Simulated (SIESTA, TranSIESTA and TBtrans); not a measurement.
Run with TranSIESTA and TBtrans (open boundaries, self-consistent; PseudoDojo norm-conserving potentials, scalar-relativistic): Spin polarized, PAO.BasisSize DZP, PAO.EnergyShift 0.15 eV, XC.Authors PBE, Mesh.Cutoff 200 Ry, ElectronicTemperature 300 K, TS.Voltage 0.0 eV, TBT.Elecs.Eta 0.001 eV.

Device: Co chain with one N atom inserted. Leads: straight Co chain, spacing 2.09 Å. Geometry: as built, not relaxed. Transport runs along z; the first 6 and the last 6 of the 21 atoms are the lead cells, repeated to infinity.

```xyz
21
Lattice="9.000 0.000 0.000 0.000 9.000 0.000 0.000 0.000 43.210" Properties=species:S:1:pos:R:3 pbc="F F T"
Co     4.500     4.500     0.000
Co     4.500     4.500     2.090
Co     4.500     4.500     4.180
Co     4.500     4.500     6.270
Co     4.500     4.500     8.360
Co     4.500     4.500    10.450
Co     4.500     4.500    12.540
Co     4.500     4.500    14.630
Co     4.500     4.500    16.720
Co     4.500     4.500    18.810
N      4.500     4.500    20.560
Co     4.500     4.500    22.310
Co     4.500     4.500    24.400
Co     4.500     4.500    26.490
Co     4.500     4.500    28.580
Co     4.500     4.500    30.670
Co     4.500     4.500    32.760
Co     4.500     4.500    34.850
Co     4.500     4.500    36.940
Co     4.500     4.500    39.030
Co     4.500     4.500    41.120
```
Starting moments (μB): atom 7 +2.2, atom 8 +2.2, atom 9 +2.2, atom 10 +2.2, atom 11 +1, atom 12 +2.2, atom 13 +2.2, atom 14 +2.2, atom 15 +2.2; lead atoms +2.2 (left) and +2.2 (right).

Problem. Predict: conductance at 300 K (G0 = 2e²/h); mean T from −0.5 to 0.5 eV; spin polarisation of the conductance, (up − down)/(up + down).

Solution. conductance at 300 K (G0 = 2e²/h): 1.67; mean T from −0.5 to 0.5 eV: 1.67; spin polarisation of the conductance, (up − down)/(up + down): -0.61. The magnetic order of the leads was set by the start, and no other order was tried; the separate lead runs end at 2.26 (left) and 2.26 (right) μB an atom. The straight chain is held at its spacing; free chains may zigzag or dimerise.
